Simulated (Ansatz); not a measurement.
## Input and output of a self-consistent single point for TaTi (Cmm2, 2 atoms in the cell) (Ansatz)

Method of the run: LDA (PW92), default PAW files made with PBE (plane waves; Ansatz, a first-principles code).

Input:

Ansatz 0.2 input:
```yaml
# TaTi
crystal:
  lattice:
    - [1.62471100, -2.28600800, 0.00000000]
    - [1.62471100, 2.28600800, 0.00000000]
    - [0.00000000, 0.00000000, 4.66070900]
  atoms:
    - { symbol: Ti, position: [0.50000000, 0.50000000, 0.51072800] }
    - { symbol: Ta, position: [0.00000000, 0.00000000, 0.00000000] }
basis:
  ecutwfc: 30.9 Ry
kpoints:
  mp_grid:
    grid: [12, 12, 7]
hamiltonian:
  xc: lda
  pseudopotentials:
    kind: paw
scf:
  occupations:
    method: fermi_dirac
    width: 0.0073 Ry
output:
  forces: true
  eigenvalues: true
  stress: true
```

Log, with long lists cut:

```
WARN ansatz: RAYON_NUM_THREADS=1 ignored (pool sized by the plan → 1); use --threads N
Pseudopotentials: kind: paw
Pseudopotential: Ti, paw, valence charge 12
Pseudopotential: Ta, paw, valence charge 13
Crystal: 2 atoms, lattice volume = 34.621 Å³
Basis set: ecut = 420.4159175005146 eV, 665 PW (Γ)
Bands: 17, of which v1, the nominal top of the filled ones, is band 13 counted from 1 (12 counted from 0)
Symmetry: 4 space group operations
Space group: Cmm2 (ITA 35), of the structure as read, at distance tolerance 3.3e-5 Å
k-points: 172 of 1008 (time reversal used)
PAW frozen core: Ti, regenerated for the run's functional, and the local potential with it
PAW frozen core: Ta, regenerated for the run's functional, and the local potential with it
Initial density: superposition of atomic densities (neutral atoms: chi_scale 0, normalization atom), corrected by the library's trained network
Initial wavefunctions: pseudopotential atomic-orbital guess
Eigensolver: davidson
Functional: x = slater, c = lda
SCF iter   1: F=—  HF=-12132.838529 eV  |F-HF|=—  |Δ(HF+E_count)|=         —  Δρ=8.38e-3  dr2=4.72e-2  ethr=1.77e-3  ⟨swp⟩=4.7  Hψ=12283  notcnv=0
all-band conjugate gradients solve this SCF's bands
preconditioner: auto → none
SCF iter   2: F=—  HF=-12132.837811 eV  |F-HF|=—  |Δ(HF+E_count)|=   7.18e-4  Δρ=6.69e-3  dr2=3.49e-2  ethr=1.89e-4  ⟨swp⟩=1.0  Hψ=4300  notcnv=0
SCF iter   3: F=—  HF=-12132.835061 eV  |F-HF|=—  |Δ(HF+E_count)|=   2.75e-3  Δρ=1.30e-3  dr2=5.44e-4  ethr=1.39e-4  ⟨swp⟩=1.2  Hψ=2957  notcnv=0
SCF iter   4: F=—  HF=-12132.835131 eV  |F-HF|=—  |Δ(HF+E_count)|=   7.00e-5  Δρ=6.65e-4  dr2=6.60e-4  ethr=2.17e-6  ⟨swp⟩=2.1  Hψ=4674  notcnv=0
SCF iter   5: F=—  HF=-12132.835011 eV  |F-HF|=—  |Δ(HF+E_count)|=   1.20e-4  Δρ=3.13e-4  dr2=1.47e-4  ethr=2.17e-6  ⟨swp⟩=2.1  Hψ=4506  notcnv=0
SCF iter   6: F=—  HF=-12132.834979 eV  |F-HF|=—  |Δ(HF+E_count)|=   3.17e-5  Δρ=7.85e-5  dr2=8.38e-6  ethr=5.86e-7  ⟨swp⟩=2.0  Hψ=3656  notcnv=0
SCF iter   7: F=—  HF=-12132.834976 eV  |F-HF|=—  |Δ(HF+E_count)|=   2.89e-6  Δρ=1.15e-5  dr2=1.28e-7  ethr=3.35e-8  ⟨swp⟩=2.0  Hψ=3700  notcnv=0
SCF iter   8: F=-12132.834976 eV  HF=-12132.834976 eV  |F-HF|=2.20e-9  |Δ(HF+E_count)|=   2.00e-8  Δρ=2.42e-6  dr2=2.93e-9  ethr=4.00e-10  ⟨swp⟩=4.1  Hψ=9674  notcnv=0
SCF 1 converged in 8 iterations: F = -12132.834976 eV  dr2 = 2.93e-9
SCF converged after 8 iterations
Free energy (F): -12132.834976 eV
Harris-Foulkes:  -12132.834976 eV  (|F-HF|=2.20e-9)
Internal energy: -12132.723604 eV  (E = F + TS)
E sigma→0 (E₀):  -12132.779290 eV
Entropy (-TS):   -0.111372 eV (-55.686 meV/atom)
Fermi energy:    16.014129 eV
--- Per-component energies (eV) ---
  E_band       = -256.544843
  E_kinetic    = 639.649579
  E_local      = -1349.508491  (includes V_loc(G=0)·N_el)
  E_nonlocal   = 33.085392
  E_hartree    = 517.951748
  E_xc         = -313.570752
  E_vxc        = -325.825702  (∫ρ·V_xc dr)
  E_paw        = -9148.021893  (= ΣΔE_a)
  E_vpaw       = -289.849055  (= ΣTr[D̂ρ^β])
  E_aug_tail   = 0.000252  (compensation charges beyond the density's cutoff)
  E_ewald      = -2512.894292
  E_core_change = 0.584853  (= ΣΔE_core)
  E_smearing   = -0.111372  (= −TS)
  E_closure    = 0.000000  (closes the sum)
  Σ components = -12132.834976   (vs F -12132.834976, Δ=0.00e0)
--- Forces (eV/Å), atoms counted from 1 ---
  atom   1  Ti     0.00000000     0.00000000    -0.13083232
  atom   2  Ta     0.00000000     0.00000000     0.13083608
  max |Σ_I F_I| component: 3.77e-6 eV/Å
--- Stress (GPa, compression-positive) ---
       -6.897088       0.000000       0.000000
        0.000000      -6.255871       0.000000
        0.000000       0.000000      -7.680554
  P = ⅓ Tr σ = -6.9445 GPa (-69.445 kbar)
  The stress holds the Pulay correction. Without it, at fixed plane waves, as pw.x and ABINIT print it: P = -6.9835 GPa
--- Band table (eV; the first three rows and the last of 172) ---
  k-point 0: bands = ["-51.0104", "-39.7831", "-17.7796", "-17.1494", "-16.8986", "-16.1845", "-16.0920", "-16.0254", "8.9312", "12.5222", "14.8539", "16.7742", "16.7966", "16.9932", "17.4120", "18.7932", "18.9008"]
  k-point 1: bands = ["-51.0104", "-39.7833", "-17.7555", "-17.1462", "-16.8985", "-16.2139", "-16.0960", "-16.0254", "9.1075", "12.5162", "14.9153", "16.6814", "16.6938", "17.0520", "17.1539", "18.7532", "18.8948"]
  k-point 2: bands = ["-51.0104", "-39.7838", "-17.6980", "-17.1388", "-16.8985", "-16.2835", "-16.1050", "-16.0254", "9.5824", "12.4110", "15.0808", "16.1492", "16.4465", "16.7118", "17.6123", "18.6086", "18.8816"]
  k-point 171: bands = ["-50.8806", "-39.6544", "-18.0894", "-17.6278", "-17.4213", "-16.6508", "-16.3719", "-16.2267", "12.7721", "13.8430", "14.3374", "15.2571", "16.6313", "17.7464", "17.8031", "18.2483", "20.2051"]
```

The run converged in 8 iterations.

The starting cell comes from a database of computed structures (which also holds hypothetical and non-ambient phases and stackings), without a prior relaxation at this level. Its lattice was rescaled by up to half a per cent. One atom was moved a little off its site on purpose. Spin-orbit coupling is off. Spin polarisation is off. With a pressure of about -7 GPa the cell is away from its equilibrium volume at this level. Ansatz's pressure includes its estimate of the finite-basis (Pulay) stress.
